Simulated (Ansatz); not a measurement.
MoGe (model structure, started from the NiAs type, P6₃/mmc, No. 194, 4 atoms in the cell): properties by level of theory

```tsv
level (code)	equilibrium lattice constant a (Å)	lattice parameter c (Å)	formation enthalpy (eV/atom)
PBE (Ansatz)	?	7.257	?
PBEsol (Ansatz)	?	7.219	?
PBE-D3(BJ) (Ansatz)	?	7.268	-0.101
```

Problem. Some entries are withheld; supply them.

Solution. 
- PBE (Ansatz, a first-principles code), equilibrium lattice constant a (Å): 3.196
- PBE (Ansatz), formation enthalpy (eV/atom): -0.046
- PBEsol (Ansatz), equilibrium lattice constant a (Å): 3.150
- PBEsol (Ansatz), formation enthalpy (eV/atom): -0.110
- PBE-D3(BJ) (Ansatz), equilibrium lattice constant a (Å): 3.141

Ansatz's density-functional and Hartree–Fock values are scalar-relativistic unless marked +SOC, with PAW data made under PBE.

The computed numbers hold no vibrational or temperature effects.

A model structure was made by putting elements into a prototype or built by hand; it is no filed structure, need not be a known phase, and can be a saddle point held by its symmetry.
